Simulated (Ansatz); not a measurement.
Base system: SnS in the GeS type structure (space group Pnma, No. 62; a = 11.155 Å, b = 4.000 Å, c = 4.261 Å). Axes: x, y, z lie along a, b, c of the conventional cell.

The values are results of Ansatz (a first-principles code) PBE-D3(BJ), no spin-orbit coupling, earlier PAW set, not measurements.

One thing is altered: the cell is compressed by 0.96 % along z with no lateral relaxation, atoms relaxed at fixed cell.

Task: Predict the stress tensor and what it implies for the stiffness.

Result: Stress of the strained cell less that of the base (GPa, compression positive):
```
   0.21    0.00    0.00
   0.00    0.36    0.00
   0.00    0.00    0.44
```

Then −Δσ_ii/ε with ε = -0.0096 gives relaxed-ion elastic constants: C33 ≈ 46 GPa and C23 ≈ 38 GPa.

Stability against distortions was not tested.
